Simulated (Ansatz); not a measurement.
The starting structures come from a database of crystals and need not be the phases stable at ambient conditions.

 Where the default PAW files enter, the runs use the earlier of Ansatz's two default sets.

Here is the system:

```
CdMgTe2
1.0
    4.61119     0.00000     0.00000
    2.30559     3.99341     0.00000
    2.30560     1.33114     7.50661
Mg Cd Te
1 1 2
Direct
  0.50082   0.50082   0.49754
  0.99949   0.99949   0.00152
  0.87338   0.87338   0.37985
  0.37629   0.37629   0.87113
```

Space group of this cell: R3m. The cell is taken as given; by PBEsol its mean pressure is -0.9 GPa.

The current runs along the normal of the first two printed vectors, the (001) plane. All runs by Ansatz (a program for electronic structure), plane waves and PAW, without spin-orbit coupling; the base is PBEsol.

```tsv
run	mean pressure (GPa)	gap (eV)	mid-gap κ (1/Å)
base	-0.9	1.20	0.095
all lengths scaled by 0.98	1.5	…	…
all lengths scaled by 1.02	-2.7	…	…
lda in place of pbesol	-2.2	…	0.086
lengths across the current scaled by 0.98, ions clamped	0.7	1.32	0.103
lengths across the current scaled by 1.02, ions clamped	-2.1	1.09	0.086
lengths along the current scaled by 0.97, ions clamped	0.3	1.29	0.098
lengths along the current scaled by 1.03, ions clamped	-1.8	1.09	0.091
```

Problem. Some entries are withheld; supply them.

Solution. 
- all lengths scaled by 0.98, gap (eV): 1.40
- all lengths scaled by 0.98, mid-gap κ (1/Å): 0.105
- all lengths scaled by 1.02, gap (eV): 1.02
- all lengths scaled by 1.02, mid-gap κ (1/Å): 0.084
- lda in place of pbesol, gap (eV): 1.08
